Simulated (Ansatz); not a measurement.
## Ba2ZnN2: carrier doping

The parent structure is Ba2ZnN2 (space group I4/mmm, No. 139).

```xyz
5
Lattice="-2.0621 2.0621 6.3971 2.0621 -2.0621 6.3971 2.0621 2.0621 -6.3971" Properties=species:S:1:pos:R:3 pbc="T T T"
Ba     0.0000     0.0000     8.3862
Ba     0.0000     0.0000     4.4080
Zn     0.0000     0.0000     0.0000
N      0.0000     0.0000    10.9782
N      0.0000     0.0000     1.8160
```

Carriers are added at fixed cell with a uniform background; the Fermi–Dirac width is that of 300 K.

Method: Ansatz (a quantum-chemistry and plane-wave program), PBEsol, PAW, cutoff 420 eV, no SOC.

Candidates:
(a) holes 3.0×10^21 cm⁻³
(b) electrons 1.0×10^22 cm⁻³
(c) electrons 3.0×10^21 cm⁻³
(d) holes 1.0×10^22 cm⁻³

Notes on the quantities. Fermi level from band edge: Fermi level relative to the doped band's edge (positive inside the band; to 0.05 eV).

Task: Order them by Fermi level from band edge, highest first.

Result: (b) electrons 1.0×10^22 cm⁻³ (+1.15 eV), (c) electrons 3.0×10^21 cm⁻³ (+0.60 eV), (d) holes 1.0×10^22 cm⁻³ (+0.40 eV), (a) holes 3.0×10^21 cm⁻³ (+0.20 eV)

Carriers are added with a uniform compensating background; total energy and stress of such cells depend on the potential's zero and are not compared; many-body gap narrowing is missing at this level. Whether these cells are dynamically stable was not tested.
